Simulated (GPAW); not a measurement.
GPAW run on Rb3Zn (I4/mmm, 4 atoms in the cell): self-consistent single point.

Method: PBEsol, GPAW PAW datasets PBEsol (made by gpaw-setup) (plane waves; GPAW).

```
Rb3Zn
1.0
   -3.13969     3.13969     6.31754
    3.13969    -3.13969     6.31754
    3.13969     3.13969    -6.31754
Rb Zn
3 1
Cartesian
  0.00000   3.13969   3.15877
  3.13969   0.00000   3.15877
  0.00000   0.00000   6.31754
  0.00000   0.00000   0.00000
```

Reference input (self-consistent single point, DFT LDA (Perdew-Wang 92), plane waves, GPAW PAW datasets LDA (gpaw-data 1.0.1)): mode = pw; ecut = 800 eV; xc = LDA; kpts = 5 5 5; mesh shift (steps) = 0 0 0; occupations.name = methfessel-paxton; occupations.width = 0.272 eV; occupations.order = 0; nbands = -10; convergence.density = 1e-05 e/electron; convergence.energy = 1e-05 eV/electron; symmetry.symmorphic = false. This run's input differs from it in these lines:

```diff
@@ -15,3 +15,3 @@
 calc = GPAW(mode=PW(800),
-            xc='LDA',
+            xc='PBEsol',
             kpts=(5, 5, 5),
```

Its files differ too (potentials: GPAW PAW datasets PBEsol (made by gpaw-setup)).

The program printed (abridged):

```
     iter     time        total  log10-change:
                         energy   eigst   dens
iter:   1 --:--:--    -4.068006
iter:   2 --:--:--    -4.007971   -1.45  -1.46
iter:   3 --:--:--    -3.658755   -1.82  -1.49
iter:   4 --:--:--    -3.656634   -3.04  -1.82
iter:   5 --:--:--    -3.643745   -3.92  -1.82
iter:   6 --:--:--    -3.644695   -3.64  -1.91
iter:   7 --:--:--    -3.644043   -4.52  -2.52
iter:   8 --:--:--    -3.644125   -3.51  -2.61
iter:   9 --:--:--    -3.643649   -4.18  -3.04
iter:  10 --:--:--    -3.643659   -5.72  -3.26
iter:  11 --:--:--    -3.643700c  -5.67  -3.28
iter:  12 --:--:--    -3.643815c  -5.33  -3.44
   [... lines left out ...]
iter:  16 --:--:--    -3.643753c  -5.56  -3.92
iter:  17 --:--:--    -3.643726c  -5.74  -4.05
iter:  18 --:--:--    -3.643722c  -6.26  -4.07
iter:  19 --:--:--    -3.643720c  -6.77  -4.36
iter:  20 --:--:--    -3.643719c  -7.65c -4.39
iter:  21 --:--:--    -3.643716c  -7.86c -4.43
iter:  22 --:--:--    -3.643714c  -8.00c -4.49
iter:  23 --:--:--    -3.643715c  -7.13  -4.53
iter:  24 --:--:--    -3.643714c  -8.82c -4.97
iter:  25 --:--:--    -3.643714c  -9.01c -5.00
iter:  26 --:--:--    -3.643714c  -8.74c -4.98
iter:  27 --:--:--    -3.643713c  -7.39  -4.89
iter:  28 --:--:--    -3.643713c  -8.52c -5.99c
Converged after 28 iterations.

Dipole moment: (-0.000000, 0.000000, 0.000008) |e|*Ang

Energy contributions relative to reference atoms: (reference = -291981.540769)

Kinetic:         +3.171257
Potential:       -1.649602
External:        +0.000000
XC:              -5.092130
Entropy (-ST):   -0.103876
Local:           -0.021299
SIC:             +0.000000
--------------------------
Free energy:     -3.695651
Extrapolated:    -3.643713

Showing only first 2 kpts
 Kpt  Band  Eigenvalues  Occupancy
  0    17     -1.95727    2.00000
  0    18      1.33412    1.99478
  0    19      2.37642    0.00863
  0    20      2.80678    0.00000

  1    17     -1.76402    2.00000
  1    18      1.12416    1.99990
  1    19      2.34689    0.01341
  1    20      2.49656    0.00115

Fermi level: 1.87129

No gap
No difference between direct/indirect transitions
Energy (eV): -3.643713

Forces in eV/Ang:
  0 Rb    0.00000   -0.00000    0.00000
  1 Rb    0.00000   -0.00000    0.00000
  2 Rb    0.00000    0.00000    0.00000
  3 Zn    0.00000    0.00000    0.00000

Stress tensor:
     0.001674     0.000000     0.000000
     0.000000     0.001674     0.000000
     0.000000     0.000000     0.002085
Stress (GPa, Voigt): [0.2683 0.2683 0.3341 0.     0.     0.    ]
```

The run converged in 28 iterations. GPAW prints stress with tension positive. Against the reference run the pressure goes from -0.70 to -0.29 GPa.

The starting cell comes from a database of computed structures (which also holds hypothetical and non-ambient phases and stackings), without a prior relaxation at this level.

Cost on one core of a shared machine: roughly 7 min.
